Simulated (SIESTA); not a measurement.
A self-consistent single point of Na2Hf2O5 (P1, 9 atoms in the cell) with SIESTA.

Method: GGA PBEsol, numerical atomic orbitals DZP, PseudoDojo PBEsol standard norm-conserving potentials (rewritten from UPF to PSML) (SIESTA 5.4.2).

```
Na2Hf2O5
1.0
    3.94986     0.00000     0.00000
    0.00000     3.94986     0.00000
    0.00000     0.00000     7.94835
Na Hf O
2 2 5
Direct
  0.99846   0.99970   0.99847
  0.99280   0.99750   0.49821
  0.49678   0.49817   0.25189
  0.50272   0.49423   0.74937
  0.50034   0.00209   0.19665
  0.50094   0.00238   0.80271
  0.00228   0.50042   0.19995
  0.00359   0.49950   0.80466
  0.50208   0.50601   0.49808
```

Reference input (self-consistent single point, DFT, GGA PBEsol, numerical atomic orbitals DZP, PseudoDojo PBEsol standard norm-conserving potentials (rewritten from UPF to PSML)): XC.functional = GGA; XC.authors = PBEsol; potentials = PseudoDojo PBEsol standard; PAO.BasisSize = DZP; PAO.EnergyShift = 0.01 Ry; MeshCutoff = 400 Ry; kgrid.MonkhorstPack = 4 4 2; OccupationFunction = MP; OccupationMPOrder = 0; ElectronicTemperature = 20 meV; MaxSCFIterations = 150; SCF.Mixer.Method = Broyden. This run's input differs from it in these lines:

```diff
@@ -38,3 +38,3 @@
     0   4   0  0.0
-    0   0   2  0.0
+    0   0   2  0.5
 %endblock kgrid.MonkhorstPack
```

Output, abridged:

```
        iscf     Eharris(eV)        E_KS(eV)     FreeEng(eV)     dDmax    Ef(eV) dHmax(eV)
   scf:    1    -7768.495437    -7789.977441    -7789.977441  1.664469 -4.849034 10.183040
   scf:    2    -7810.207363    -7802.768595    -7802.768595  0.124482 -3.998107  3.935077
   scf:    3    -7804.104343    -7803.782843    -7803.782843  0.055317 -5.034158  1.231944
   scf:    4    -7803.893643    -7803.862200    -7803.862200  0.054139 -5.526017  0.780141
   scf:    5    -7803.688229    -7803.825807    -7803.825807  0.029192 -4.528346  0.687492
   [... 7 lines left out ...]
   scf:   13    -7803.885086    -7803.885085    -7803.885085  0.000027 -4.378003  0.000344
   scf:   14    -7803.885086    -7803.885086    -7803.885086  0.000018 -4.378039  0.000181
   scf:   15    -7803.885086    -7803.885086    -7803.885086  0.000011 -4.378050  0.000133
   scf:   16    -7803.885086    -7803.885086    -7803.885086  0.000007 -4.378052  0.000095
SCF Convergence by DM+H criterion
max |DM_out - DM_in|         :     0.0000072181
max |H_out - H_in|      (eV) :     0.0000945203
SCF cycle converged after 16 iterations

Using DM_out to compute the final energy and forces

siesta: E_KS(eV) =            -7803.8851

siesta: E_KS - E_eggbox =     -7803.8851

siesta: Atomic forces (eV/Ang):
     1    0.047382   -0.004123    0.116435
     2    0.036466   -0.029073   -0.042900
     3    0.289906    0.221434   -0.409893
     4   -0.001716    0.484653   -0.302843
     5    0.059157   -0.231374   -0.127133
     6    0.052930   -0.472316    0.066283
     7   -0.347522    0.042120   -0.154716
     8   -0.112771    0.075556    0.055648
     9    0.018937   -0.071594    0.851445
   Tot    0.042769    0.015284    0.052327
   Max    0.851445
   Res    0.261722    sqrt( Sum f_i^2 / 3N )
   [... lines left out ...]
siesta: FreeEng =     -7803.885086
   [... lines left out ...]
siesta:    -0.004125    0.000084    0.000053
siesta:     0.000084   -0.003187   -0.000067
siesta:     0.000053   -0.000067   -0.001059

siesta: Cell volume =        124.005340 Ang**3

siesta: Pressure (static):
siesta:                Solid            Molecule  Units
siesta:           0.00003039         -0.00005581  Ry/Bohr**3
siesta:           0.00279026         -0.00512416  eV/Ang**3
siesta:           4.47049267         -8.20981685  kBar
```

The run converged in 16 iterations. Against the reference run the free energy hardly moves (within 1 meV/atom), the pressure stays at 0.45 GPa, the largest force hardly changes (0.854 to 0.855 eV/Å) and the gap on the mesh goes from 1.906 to 2.324 eV.

The starting cell comes from a database of computed structures (which also holds hypothetical and non-ambient phases and stackings), without a prior relaxation at this level. Its atoms were displaced at random from the sites of space group no. 123. Spin-orbit coupling is off. Values carry the incompleteness of an atom-centred basis. Another mesh or the band path of this cell gives a smaller gap, so this value is not converged in the mesh.

Cost on one core of a shared machine: roughly 80 s.
